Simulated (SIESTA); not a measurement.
Parameter sweep on SrAl2 (P4/nmm, 6 atoms in the cell)

```
SrAl2
1.0
    4.46548     0.00000     0.00000
    0.00000     4.46548     0.00000
    0.00000     0.00000     7.90132
Sr Al
2 4
Cartesian
  2.23274   0.00000   2.57204
  0.00000   2.23274   5.32928
  0.00000   0.00000   0.00000
  2.23274   2.23274   0.00000
  0.00000   2.23274   1.59678
  2.23274   0.00000   6.30454
```

Base run A: LDA PW92, numerical atomic orbitals DZP, PseudoDojo LDA standard norm-conserving potentials (rewritten from UPF to PSML) run with SIESTA, self-consistent single point.

Its settings: XC.functional = LDA; XC.authors = PW92; potentials = PseudoDojo LDA standard; PAO.BasisSize = DZP; PAO.EnergyShift = 0.005 Ry; MeshCutoff = 300 Ry; kgrid.MonkhorstPack = 5 5 3; OccupationFunction = MP; OccupationMPOrder = 1; ElectronicTemperature = 200 meV; MaxSCFIterations = 150; SCF.Mixer.Method = Broyden; SCF.Mixer.Weight = 0.25; SCF.Mixer.History = 6; SCF.DM.Tolerance = 1.0E-05.

The starting cell comes from a database of computed structures (which also holds hypothetical and non-ambient phases and stackings), without a prior relaxation at this level. Values carry the incompleteness of an atom-centred basis.

ΔF is the free energy per atom less that of run A. 

Run A gave: pressure (GPa) 1.57; largest force (eV/Å) 0.279.

Runs:
- B: PAO.SplitNorm = 0.05
- C: PAO.SplitNorm = 0.1
- D: PAO.SplitNorm = 0.15
- E: PAO.SplitNorm = 0.2
- F: PAO.SplitNorm = 0.3

**Question.** What does run E change against A?

**Answer.** The free energy rises by 9.7 meV/atom, the pressure goes from 1.57 to 2.01 GPa and the largest force goes from 0.279 to 0.304 eV/Å.

```tsv
run	ΔF (meV/atom)	pressure (GPa)	largest force (eV/Å)
A	0.00	1.57	0.279
B	-11.7	1.94	0.174
C	-12.6	1.41	0.220
D	0.00	1.57	0.279
E	9.7	2.01	0.304
F	9.7	2.45	0.332
```
